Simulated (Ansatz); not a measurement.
The parent structure is PtGe (space group Pnma, No. 62).

```
PtGe
1.0
    5.77178     0.00000     0.00000
    0.00000     3.71303     0.00000
    0.00000     0.00000     6.12875
Pt Ge
4 4
Direct
  0.99660   0.25000   0.19327
  0.49660   0.25000   0.30673
  0.00340   0.75000   0.80673
  0.50340   0.75000   0.69327
  0.18674   0.25000   0.58712
  0.68674   0.25000   0.91288
  0.81326   0.75000   0.41288
  0.31326   0.75000   0.08712
```

Cartesian axes are those of the cell as printed.

Method: r2SCAN (Ansatz, an electronic-structure program), no spin-orbit coupling.

Strains are applied to the cell and any free atomic positions relax.

One change was made to it. Results:

```csv
quantity,base,after
shortest interatomic distance,2.480 Å,2.480 Å
energy relative to the base (free energy F),0 meV/atom,+0.3 meV/atom
"pressure (mean of the normal stresses, compression positive)",0.0 GPa,0.0 GPa
```

Problem. Name the change that was made.
A. isotropic strain +0.91 %
B. isotropic strain −0.96 %
C. tensor shear ε_xy = −0.53 %

Solution. C, tensor shear ε_xy = −0.53 %. For comparison, the energy relative to the base in the other runs: isotropic strain −0.96 % gives +7.1 meV/atom; isotropic strain +0.91 % gives +5.8 meV/atom.

Without a gap, meshes like the base's 8×13×8 leave anisotropic stresses uncertain by several tenths of a GPa, and small strain energies with them. Whether these cells are dynamically stable was not tested. All final runs are without spin polarisation.
